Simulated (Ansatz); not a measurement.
Input:

```xyz
2
Lattice="3.4077 0.0000 0.0000 0.0000 3.4077 0.0000 1.7039 1.7039 2.4096" Properties=species:S:1:pos:R:3 pbc="T T T"
B      3.4077     1.7039     1.2048
As     0.0000     0.0000     0.0000
```

Space group of this cell: F-43m, zinc blende. The cell is taken as given; by r2SCAN its mean pressure is -3.0 GPa.

Transport runs along the normal of the first two printed cell vectors, the (001) plane of the conventional cell.

The gap is the functional's own. No spin-orbit coupling. Mid-gap values are interpolated on the energy grid.

Question: Compute, with r2SCAN run with Ansatz (a program for electronic structure), the band gap and the smallest decay constant κ at mid-gap.

Answer: Gap 1.41 eV on a 12×12×12 mesh; κ = 0.175 1/Å, at the zone centre.
